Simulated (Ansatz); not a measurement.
**Effective masses and thermopower of GaAs (F-43m)**

Given:

```
GaAs
1.0
    0.00000     2.82956     2.82956
    2.82956     0.00000     2.82956
    2.82956     2.82956     0.00000
Ga As
1 1
Cartesian
  0.00000   0.00000   0.00000
  1.41478   1.41478   1.41478
```

Level of theory: PBEsol, rigid bands (plane waves, PAW, scalar-relativistic; Ansatz, a first-principles code). Geometry: cell and atoms relaxed with PBEsol.

```yaml
band_gap: 0.42 eV
electron conductivity mass (300 K, dilute): 0.033 mₑ
effective density of states N_c (300 K): 1.3e17 cm⁻³
density_of_states_mass_electrons: 0.029 mₑ
Seebeck coefficient, n-type 1e19 cm⁻³, 300 K: -34 μV/K
```

Rigid bands; masses and Seebeck coefficients take one relaxation time τ for all states and one kind of carrier; polarons and phonon drag are left out. Spin-orbit coupling is left out.
